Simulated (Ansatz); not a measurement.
## Seebeck coefficient of n-type Si (Fd-3m) against temperature

Si (Fd-3m), n-type; conventional cell a = b = c = 5.434 Å, α = β = γ = 90.00°. Level of theory: HSE06, rigid bands (plane waves, PAW, scalar-relativistic; Ansatz, a quantum-chemistry and plane-wave program). Geometry: cell and atoms relaxed with PBEsol. Sums run over bands interpolated from the self-consistent mesh; computed gap 1.13 eV. |S| is the size of the Seebeck coefficient, averaged over directions. The electron density is held at 1e18 cm⁻³, under a fifth of N_c and over ten times the intrinsic density in every row, and the structure is held as it is at all temperatures.

Here T stands for T and |S| for |S|.

```
T (K)  |S| (μV/K)
-----  ----------
300           500
400           540
500           572
600           600
800             ?
```

Fit |S| of the 4 rows that show it with a straight line in ln T. With u = ln T - 6.08, the rows have u = -0.37622, -0.08854, 0.13461, 0.31693. Means: u -0.0033050, |S| 553.0. About the means, the sum of products is 38.544 and the sum of squares of u is 0.26790; the slope is their ratio. Least squares gives |S| = 553.5 + 143.9·u. Residuals (row less fit): 0.6, -0.8, -0.9, 0.9; standard error 1.1 (degrees of freedom: 2). With one parabolic band N_c grows as T^(3/2), which gives a slope of (3/2)·k_B/e = 129 μV/K; the fit has 144, which suggests further states or non-parabolic bands.

Problem. Predict the withheld |S| at T = 800 from the fit, and compare with the calculation.

Solution. u = 0.60461, so |S| = 553.5 + 143.9 × 0.60461 = 640.5 μV/K. The calculation gives 646 μV/K, 5.5 μV/K above the prediction (3.8 % of the range of |S| in the table). The row lies outside the fitted rows, so this is an extrapolation. From the scatter of the fitted rows alone, a prediction at this place has a standard error of 1.8 μV/K, so the miss is 3.0 times that.

Series that bend far from this form aren't tabulated. Rigid bands with a gap fixed in temperature, one relaxation time for all states and one kind of carrier; polarons and phonon drag are left out, and so is whether such doping can be reached. Spin-orbit coupling is left out.
